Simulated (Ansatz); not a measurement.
Electronic density of states of amorphous Si12B24N40, density 2.10 g/cm³, on a 2×2×2 Γ-centred mesh with a Gaussian width of 0.1 eV; energies count from the Fermi level, whose place inside the gap is arbitrary. Cell and mesh are small, so fine structure isn't converged. Level of theory: PBE, scalar-relativistic without spin-orbit coupling (plane waves to 420 eV, PAW; Ansatz, a program for electronic structure). Sampling: a 2×2×2 Γ-centred mesh; Fermi-Dirac width 0.02 eV; no spin polarisation. At PBE the levels at the filled edge of the gap are localised (band-tail or defect states).

A CHGNet melt-quench gave the starting glass, which DFT then relaxed. N atoms were pushed apart under 1.9 Å during the dynamics, to hinder bonds among them. The hot cell started wider than the set density and was brought back towards it in steps. It is the lowest in DFT energy of 2 quenches. It is a model cell: composition and starting density were chosen by hand, and all elements were melted together. No dispersion term was used. Its density started from a set value of 2.10 and ended at 2.10 g/cm³. Cooling (nominally 500 K/ps over its main leg) ran many orders faster than in experiment, which tends to leave more defects and strain. One small periodic cell is one sample of the glass; other quenches scatter about these values. The volume was held where the preparation left it and the shape relaxed, at a PBE pressure of -3.9 GPa (tension). Stress components on the final sampling reach 4.0 GPa.

```tsv
E - EF (eV)	states/(eV atom)
-12.00	0.00
-11.90	0.00
-11.80	0.00
-11.70	0.00
-11.60	0.00
-11.50	0.00
-11.40	0.01
-11.30	0.08
-11.20	0.13
-11.10	0.09
-11.00	0.12
-10.90	0.12
-10.80	0.15
-10.70	0.22
-10.60	0.26
-10.50	0.26
-10.40	0.27
-10.30	0.25
-10.20	0.23
-10.10	0.29
-10.00	0.27
-9.90	0.20
-9.80	0.23
-9.70	0.24
-9.60	0.21
-9.50	0.23
-9.40	0.22
-9.30	0.25
-9.20	0.27
-9.10	0.28
-9.00	0.27
-8.90	0.24
-8.80	0.24
-8.70	0.27
-8.60	0.23
-8.50	0.24
-8.40	0.26
-8.30	0.26
-8.20	0.24
-8.10	0.24
-8.00	0.27
-7.90	0.29
-7.80	0.31
-7.70	0.35
-7.60	0.37
-7.50	0.38
-7.40	0.38
-7.30	0.41
-7.20	0.37
-7.10	0.32
-7.00	0.36
-6.90	0.40
-6.80	0.38
-6.70	0.36
-6.60	0.37
-6.50	0.40
-6.40	0.38
-6.30	0.37
-6.20	0.37
-6.10	0.36
-6.00	0.39
-5.90	0.38
-5.80	0.37
-5.70	0.41
-5.60	0.44
-5.50	0.45
-5.40	0.44
-5.30	0.41
-5.20	0.42
-5.10	0.42
-5.00	0.39
-4.90	0.36
-4.80	0.37
-4.70	0.35
-4.60	0.31
-4.50	0.34
-4.40	0.35
-4.30	0.34
-4.20	0.35
-4.10	0.34
-4.00	0.33
-3.90	0.31
-3.80	0.32
-3.70	0.30
-3.60	0.32
-3.50	0.33
-3.40	0.38
-3.30	0.41
-3.20	0.37
-3.10	0.29
-3.00	0.24
-2.90	0.24
-2.80	0.29
-2.70	0.38
-2.60	0.38
-2.50	0.39
-2.40	0.41
-2.30	0.39
-2.20	0.39
-2.10	0.41
-2.00	0.41
-1.90	0.38
-1.80	0.31
-1.70	0.30
-1.60	0.23
-1.50	0.14
-1.40	0.17
-1.30	0.18
-1.20	0.14
-1.10	0.15
-1.00	0.08
-0.90	0.01
-0.80	0.00
-0.70	0.00
-0.60	0.00
-0.50	0.00
-0.40	0.00
-0.30	0.00
-0.20	0.00
-0.10	0.00
0.00	0.00
0.10	0.00
0.20	0.00
0.30	0.00
0.40	0.00
0.50	0.00
0.60	0.00
0.70	0.00
0.80	0.00
0.90	0.01
1.00	0.07
1.10	0.13
1.20	0.09
1.30	0.16
1.40	0.22
1.50	0.20
1.60	0.12
1.70	0.08
1.80	0.10
1.90	0.10
2.00	0.13
2.10	0.16
2.20	0.16
2.30	0.17
2.40	0.22
2.50	0.24
2.60	0.27
2.70	0.30
2.80	0.31
2.90	0.28
3.00	0.27
3.10	0.29
3.20	0.31
3.30	0.33
3.40	0.36
3.50	0.33
3.60	0.29
3.70	0.26
3.80	0.25
3.90	0.27
```

The level gap on this mesh is 2.13 eV; the broadening fills part of it in the curve.
